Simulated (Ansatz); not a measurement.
Start from SrO in the rock salt structure (space group Fm-3m, No. 225; a = 5.1949 Å).

Method: Ansatz (an electronic-structure program), PBE, PAW, cutoff 420 eV, spin-orbit coupling left out.

Before the change:

Electron mass: 1.2 mₑ along k, 0.41 mₑ across (at X)
Gap character: indirect, Γ → X
Density: 4.91 g/cm³

The change: full substitution Sr → Ba, then cell and atoms are relaxed.

Q: What happens to the electron mass?

A: The electron mass goes from 1.2 mₑ along k, 0.41 mₑ across (at X) to 1.2 mₑ along k, 0.40 mₑ across (at X).

Q: What does the calculation give for the gap character after the change?

A: The gap character goes from indirect, Γ → X to direct at X.

Q: How does this affect the density?

A: The density goes up by 0.97 g/cm³ (4.91 g/cm³ → 5.88 g/cm³).

Masses are band curvatures over ±0.01 Å⁻¹ around the edge. Along k means along the line from Γ to the band edge. No phonon test of stability was made.
